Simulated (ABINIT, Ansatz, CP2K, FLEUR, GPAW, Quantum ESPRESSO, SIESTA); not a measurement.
**Code comparison for KRuO3 (Pm-3m, 5 atoms in the cell)**

Self-consistent single point, at a second geometry (lattice scaled by 0.98). First geometry:

```xyz
5
Lattice="3.9393 0.0000 0.0000 0.0000 3.9393 0.0000 0.0000 0.0000 3.9393" Properties=species:S:1:pos:R:3 pbc="T T T"
K      1.9696     1.9696     1.9696
Ru     0.0000     0.0000     0.0000
O      0.0000     0.0000     1.9696
O      1.9696     0.0000     0.0000
O      0.0000     1.9696     0.0000
```

Shared settings, as Ansatz (a program for electronic structure) writes them: kpoints.mp_grid.grid = 8 8 8; scf.occupations.method = fermi_dirac; scf.occupations.width = 0.0037 Ry. Potentials and cutoffs stand in the table.

```csv
code,model,ΔF from the first geometry (meV/atom),pressure (GPa),cutoff
SIESTA,"GGA PBEsol, numerical atomic orbitals DZP, PseudoDojo PBEsol standard norm-conserving potentials (rewritten from UPF to PSML)",-3.7,4.75,grid 400 Ry
GPAW,"PBEsol, GPAW PAW datasets PBEsol (made by gpaw-setup)",-28.1,–,900 eV
ABINIT,"PBEsol, norm-conserving pseudopotentials (PseudoDojo nc-sr-04 PBEsol standard)",-24.7,-0.45,84 Ry
FLEUR,"PBEsol, all-electron FLAPW (FLEUR), scalar-relativistic valence",-27.3,–,Kmax 4.7 1/bohr
Ansatz,"PBEsol, PAW files made with PBE",-24.2,-0.77,30.9 Ry
CP2K,"PBEsol, GPW, DZVP-MOLOPT-SR-GTH basis, GTH-PBE potentials (GTH_POTENTIALS)",-15.9,1.91,grid 500 Ry
Quantum ESPRESSO,"PBEsol, PseudoDojo standard norm-conserving (PBESOL) pseudopotentials",-24.7,-0.43,85 Ry
```

For Ansatz (by 0.4 GPa) the energy change implies a higher mean pressure, against the two pressures, than for the other programs: a sign of finite-basis (Pulay) stress.

A dash marks a value that a program does not give, or that is left out as unsure.

On Ansatz's run: spin polarisation is off; with an odd number of electrons in the cell that forces a metal, and a magnetic state may lie lower.

The spread over the programs that give each value: ΔF from the first geometry within 24.4 meV/atom; pressure within 5.52 GPa.

SIESTA and CP2K use small atom-centred bases, whose incompleteness enters pressures, forces and empty levels differently from a plane-wave cutoff. FLEUR treats all electrons, but the usual bases taken here (sphere radii, linearisation, local orbitals, empty states) were not tested for convergence, so the values are no reference for the others. Ansatz's pressure is given at a fixed set of plane waves, as the other plane-wave codes print theirs; with its correction for the finite basis it is -0.28 GPa (the shift of 0.49 GPa shows how far the cutoff is from converged). The pressure of GPAW is left out: its cutoff lies under the one at which its stress was checked. In the pressure, SIESTA (by 5.20) and CP2K (by 2.35) lie more than 1 GPa from the median of the plane-wave programs.

The starting cell comes from a database of computed structures (which also holds hypothetical and non-ambient phases and stackings), without a prior relaxation at this level. For this run, on top of that: lattice scaled by 0.98.

Left out of this page: Elk (not drawn, or without a comparable value).

Keys are those of Ansatz 0.2.
